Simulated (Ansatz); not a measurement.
InP (I-4m2), r2SCAN with spin-orbit coupling, rigid bands in Ansatz (a first-principles code): Condition of this run: biaxial stress in (001) of -2 GPa (compression positive) (the target of the relaxation). band gap 0.83 eV, N_c = 5.28e17 cm⁻³ and N_v = 4.62e18 cm⁻³ at 300 K, conductivity masses along x (a = (0.00, 3.01, 2.86) Å; b = (3.01, 0.00, 2.86) Å; c = (3.01, 3.01, 0.00) Å) of 0.0842 mₑ (electrons) and 0.480 mₑ (holes). Take k_BT = 0.02585 eV.

Q: Find the intrinsic carrier density and the intrinsic Fermi level.

A: n_i = √(N_c N_v) exp(−E_g/2k_BT) = 1.56e18 × exp(−16.05) = 1.7e11 cm⁻³. The level lies (k_BT/2) ln(N_v/N_c) = 28 meV from mid-gap (positive towards the conduction band). Each 0.1 eV added to the gap lowers n_i by a factor of 6.9.

Q: What thermal injection velocity √(2k_BT/πm) limits a ballistic channel along the direction named?

A: 1.85e7 cm/s for electrons and 7.77e6 cm/s for holes, a ratio of √(m_h/m_e) = 2.39, for dilute carriers.

Q: A film of it is 5 nm thick, with its normal along the direction named. Estimate the confinement energies in an infinite well.

A: ħ²π²/(2m t²) = 0.376 eV·nm²/(m/mₑ × t²) gives 179 meV for electrons and 31.3 meV for holes, so the gap would widen to about 1.04 eV. Finite barriers and nonparabolic bands lower this, and with several valleys or bands the heaviest mass along the normal sets the lowest level, not this average.

Rigid, parabolic bands with the computed gap; masses take one relaxation time for all states. Geometry: cell and atoms relaxed with PBEsol.
